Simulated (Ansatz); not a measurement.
# Amorphous Si$_{24}$O$_{51}$Cr$_{2}$

A CHGNet melt-quench gave the starting glass, which DFT then relaxed. O atoms were pushed apart under 1.9 Å during the dynamics, to hinder bonds among them. The hot cell started wider than the set density and was brought back towards it in steps. It is the lowest in DFT energy of 3 quenches. It is a model cell: composition and starting density were chosen by hand, and all elements were melted together. No dispersion term was used.

Methods: PBE, scalar-relativistic without spin-orbit coupling (Ansatz, a program for electronic structure); r2SCAN, scalar-relativistic without spin-orbit coupling (Ansatz); HSE06, scalar-relativistic without spin-orbit coupling (Ansatz). Geometry, pressure, stress and energy are those of the PBE run. Its sampling: a 2×2×2 Γ-centred mesh; Fermi-Dirac width 0.01 eV; collinear spin, started from moments on atoms; no Hubbard U, moments started parallel, and no other order was tried (at the end a net moment of 0.0 μB, with unpaired spins of both signs, a broken-symmetry state; no other order was tried). Other functionals are single points at the zone centre (r2SCAN at 500 eV; exact exchange cut at the cell's faces), free to take moments where seeds were set. In the spin-polarised cell the level spacing at the Fermi energy can part levels of unlike spin. At PBE the levels at both edges of the gap are localised (band-tail or defect states), and the nearest spread-out levels lie 5.6 eV apart at the zone centre.

| Quantity | Value |
|---|---|
| Number of atoms in the cell | 77 |
| Density (held, not predicted) | 2.30 g/cm^3 |
| Volume per atom | 14.93 Å^3 |
| Pressure on a 2×2×2 Γ-centred mesh | 0.50 GPa |
| Largest force and stress component on that mesh (the relaxation ran on the zone centre alone) | 0.03 eV/Å and 0.5 GPa |
| Level spacing at the Fermi energy on a 2×2×2 Γ-centred mesh (PBE) | 0.46 eV |
| Level spacing at the Fermi energy at the zone centre (PBE) | 0.49 eV |
| Level spacing at the Fermi energy at the zone centre (r2SCAN) | 0.90 eV |
| Level spacing at the Fermi energy at the zone centre (HSE06) | 2.81 eV |
| Net moment | 0.00 μB (unpaired spins of both signs, a broken-symmetry state) |

Cut-offs for bonds: Si-Si 2.60 Å, Si-O 1.90 Å, Si-Cr 2.75 Å, O-O 1.58 Å, O-Cr 2.46 Å, Cr-Cr 3.06 Å. Two cations that share two anions don't count as bonded, nor two that share one unless they lie closer than Si-Si 2.38 Å, Si-Cr 2.68 Å, Cr-Cr 2.97 Å.

```yaml
Mean coordination of Si by anions: 4.00 (24 with 4)
Mean coordination of O: 2.02 (50 with 2, 1 with 3)
Mean coordination of Cr by anions: 3.50 (1 with 3, 1 with 4); 2 close contacts or bonds to cations besides
Mean Si-O bond: 1.633 Å (spread 0.015 Å, 96 counted)
Mean O-Cr bond: 1.838 Å (spread 0.127 Å, 7 counted)
```

Its density started from a set value of 2.30 g/cm³. The quench (nominally 320 K/ps over its main leg) was far faster than any real one, so the model tends to hold more defects than a real film. Values belong to this one cell and scatter from quench to quench. The volume was held where the preparation left it and the shape relaxed, at a PBE pressure of 0.5 GPa. Stress components on the final sampling reach 0.5 GPa.
